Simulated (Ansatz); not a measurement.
Habitual settings against a tight run: SbAs (R3m, 2 atoms in the cell)

Self-consistent single point.

```yaml
crystal:
  lattice:
    - [2.07947, 1.20058, 3.80207]
    - [-2.07947, 1.20058, 3.80207]
    - [0.00000, -2.40116, 3.80207]
  atoms:
    - { symbol: Sb, position: [0.22910, 0.22910, 0.22910] }
    - { symbol: As, position: [0.77090, 0.77090, 0.77090] }
```

Method of the run: PBEsol, PAW files made with PBE (plane waves; Ansatz, a first-principles code).

Base settings: basis.ecutwfc = 420 eV; kpoints.mp_grid.grid = 10 10 10; hamiltonian.xc = pbesol; hamiltonian.pseudopotentials = {kind: paw} (the program's default PAW files); scf.occupations.method = cold; scf.occupations.width = 0.2 eV.

Tight run (finer mesh or higher cutoff; not a proven limit): basis.ecutwfc: 420 eV → 590 eV; kpoints.mp_grid.grid: 10 10 10 → 14 14 14; scf.convergence.dr2_threshold: default (1e-07 eV) → 1e-09 eV. It gave Fermi level (on the code's own zero) 8.61 eV; pressure -5.10 GPa; largest force (vector length) 0.270 eV/Å.

Quick runs, as changes from the base:
- A: the base itself
- B: basis.ecutwfc: 420 eV → 210 eV; kpoints.mp_grid.grid: 10 10 10 → 4 4 4; scf.occupations.method: cold → gaussian; scf.occupations.width: 0.2 eV → 0.5 eV
- C: basis.ecutwfc: 420 eV → 295 eV; kpoints.mp_grid.grid: 10 10 10 → 4 4 4; scf.occupations.method: cold → methfessel_paxton; kpoints.mp_grid.shift: default → 0.5 0.5 0.5
- D: kpoints.mp_grid.grid: 10 10 10 → 4 4 4; scf.occupations.width: 0.2 eV → 0.136 eV
- E: basis.ecutwfc: 420 eV → 210 eV; kpoints.mp_grid.grid: 10 10 10 → 8 8 8
- F: basis.ecutwfc: 420 eV → 250 eV; kpoints.mp_grid.grid: 10 10 10 → 6 6 6; scf.occupations.width: 0.2 eV → 0.272 eV

Energies are extrapolated to zero smearing width, which holds to low order in the width alone.

The count of work is k-points × plane waves × bands × iterations; it is no time. 

Pressures in the table are Ansatz's without its Pulay estimate, at a fixed set of plane waves; the tight run's value above holds the estimate.

The starting cell comes from a database of computed structures (which also holds hypothetical and non-ambient phases and stackings), without a prior relaxation at this level. Its lattice was rescaled by a random factor within 2.5 % of one. In the base run, with a pressure of about -5 GPa the cell is away from its equilibrium volume at this level. The run gives no clean gap (levels at the Fermi energy touch, overlap or are partly filled at this smearing), which alone does not show that the compound is a metal.

| run | energy less tight (meV/atom) | pressure less tight (GPa) | largest miss in a force vector (eV/Å) | count of work / tight |
|---|---|---|---|---|
| A | -1.8 | -0.05 | 0.013 | 0.20 |
| B | 3015.4 | -95.79 | 0.443 | 0.0058 |
| C | 34.7 | -3.29 | 0.144 | 0.0089 |
| D | -38.2 | -0.46 | 0.208 | 0.019 |
| E | 3025.9 | -94.87 | 0.246 | 0.034 |
| F | 537.1 | -23.91 | 0.030 | 0.025 |

Among the runs at the tight run's level, the energy misses run from 1.8 to 3025.9 meV/atom.

Keys are those of Ansatz 0.2.
